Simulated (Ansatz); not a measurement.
Consider the following.

```
CELL_PARAMETERS angstrom
      4.59673     0.00000     0.00000
      0.00000     4.62982     0.00000
      0.00000     0.00000     2.95369
ATOMIC_POSITIONS crystal
  Ti 0.00000 0.00000 0.00000
  Ti 0.50000 0.50000 0.50000
  O  0.30346 0.30629 0.00000
  O  0.80346 0.19371 0.50000
  O  0.19654 0.80629 0.50000
  O  0.69654 0.69371 0.00000
```

No spin polarisation.

Calculations: Ansatz (a program for electronic structure) r2SCAN, no spin-orbit coupling. Settings: 7×7×11 k-points, 0.05 eV Fermi–Dirac smearing.

### Question
Predict the band gap.

### Answer
2.22 eV.

### Question
Predict the valence-band top at Γ (three highest levels, from the VBM).

### Answer
0.00, -0.45, -0.48 eV.

### Question
What gap character does the calculation give?

### Answer
Direct at Γ.

The cells carry an imposed strain or load. No phonon test of stability was made. All final runs are without spin polarisation. The cell was made from TiO$_{2}$ in the rutile structure (space group P4_2/mnm, No. 136) by this change: uniaxial strain ε_yy = +0.72 %.
